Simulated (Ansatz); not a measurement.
Defect: interstitial Na in zinc-blende InP, charge state +1. The step: a direct jump of one Na atom; the atom moves 2.58 Å along (0.25, 0.25, -0.25) of the unit cell; the moving atom starts with neighbours 6 In at 3.08; 3 P at 2.64, P at 2.64 Å and ends with 4 In at 2.81; 3 P at 2.95, 3 P at 2.96 Å. A PBE band in Ansatz (plane-wave PAW, one k-point at (0.250, 0.250, 0.250), 64 host sites, 17 SCF runs with any check of the saddle's order, static, no finite-size correction) gives a forward barrier of 0.83 eV. The saddle point's order was not checked, and it lies on a symmetry element of the cell, where a band can be held. The charge state is imposed; whether it is stable for some Fermi level was not computed. Sites that were not tried may lie lower.

Single points at the band's start and saddle point can refine it. Rough cost of one point, in units of the band's mean SCF on the same machine:

```json
[
 {"Level": "PBE, a 2×2×2 k-point mesh shifted by half a step", "Cost of one point": "about 6"},
 {"Level": "r2SCAN at 500 eV, one k-point at (0.250, 0.250, 0.250)", "Cost of one point": "about 2"}
]
```

Task: Which of these move the barrier by more than 0.1 eV, and how far does each move it?

Result: Not one does. PBE, a 2×2×2 k-point mesh shifted by half a step: 0.00 eV; r2SCAN at 500 eV, one k-point at (0.250, 0.250, 0.250): +0.06 eV. Each functional is compared with PBE at the same k-points.

Ansatz is a program for electronic structure.
